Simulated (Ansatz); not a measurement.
The cell is built on a prototype and need not be the phase stable at ambient conditions.

By PBEsol, the system below comes out a metal.

Consider the following.

```
TiGe2
1.0
    4.59745     0.00000     0.00000
    0.00000     2.60278     0.00000
    2.29873     0.00000     3.98151
Ti Ge
1 2
Cartesian
  0.00000   0.00000   0.00000
  2.29873   1.30139   1.32717
  4.59745   1.30139   2.65434
```

Space group of this cell: P6/mmm. The cell was relaxed by PBE-D3(BJ); by PBEsol its mean pressure is 0.9 GPa.

The current flows along the normal of the first two printed cell vectors. No spin-orbit coupling; the value is a mean over 0.1 eV about the Fermi level.

Q: Compute, with PBEsol (Ansatz, an electronic-structure program), the ballistic conductance per area.

A: 0.84 × 10¹⁵ S/m² for both spins.
